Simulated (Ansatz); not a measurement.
The starting structures come from a database of crystals and need not be the phases stable at ambient conditions.

The decay constant κ of evanescent states in the gap governs leakage through a thin film.

Data:

```xyz
12
Lattice="5.4203 0.0000 0.0000 0.0000 11.6058 0.0000 2.7102 5.8029 2.7102" Properties=species:S:1:pos:R:3 pbc="T T T"
La     0.0000     0.0000     0.0000
La     2.7102     8.7044     0.0000
Nb     0.0000     5.8029     0.0000
Nb     2.7102     2.9015     0.0000
O      4.0987     6.8191     0.8935
O      4.5268     9.7206     1.3886
O      4.0317    12.6220     1.8167
O      3.6036     3.9177     1.3216
O      6.7419     7.6882     1.8167
O      6.3138     4.7867     1.3216
O      1.3886    13.4911     0.8935
O      1.8167    10.5896     1.3886
```

Space group of this cell: I4_1/a. The cell is taken as given; by PBEsol its mean pressure is -5.7 GPa.

Transport runs along the normal of the first two printed cell vectors, the (100) plane of the conventional cell.

No gap correction and no spin-orbit coupling; mid-gap values are interpolated between computed energies.

Q: State the band gap and the smallest decay constant κ at mid-gap according to PBEsol (Ansatz, an electronic-structure program).

A: Gap 3.97 eV on a 12×12×12 mesh; κ = 0.434 1/Å, at the zone centre.
